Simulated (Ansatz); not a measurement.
The starting structures come from a database of crystals and need not be the phases stable at ambient conditions.

Inside the gap of an insulator the Bloch states are evanescent, with a wavenumber k + iκ along the transport direction.

Input:

```
CELL_PARAMETERS angstrom
      3.25878     0.00000     0.00000
      0.00000     7.80302     0.00000
      0.00000     3.90151     3.90151
ATOMIC_POSITIONS crystal
  Zn 0.50000 0.81803 0.36394
  Zn 0.50000 0.18197 0.63606
  Zn 0.00000 0.68197 0.00000
  Zn 0.00000 0.31803 0.00000
  O  0.50000 0.18275 0.00000
  O  0.50000 0.81725 0.00000
  O  0.00000 0.68275 0.63450
  O  0.00000 0.31725 0.36550
```

Space group of this cell: P4_2/mnm. The cell is taken as given; by r2SCAN its mean pressure is -0.7 GPa.

Transport runs along the normal of the first two printed cell vectors, the (110) plane of the conventional cell.

No gap correction and no spin-orbit coupling; mid-gap values are interpolated between computed energies.

Question: Give the band gap and the smallest decay constant κ at mid-gap that Ansatz (a first-principles code) with r2SCAN yields.

Answer: Gap 1.21 eV on a 10×8×8 mesh; κ = 0.143 1/Å, at the zone centre.
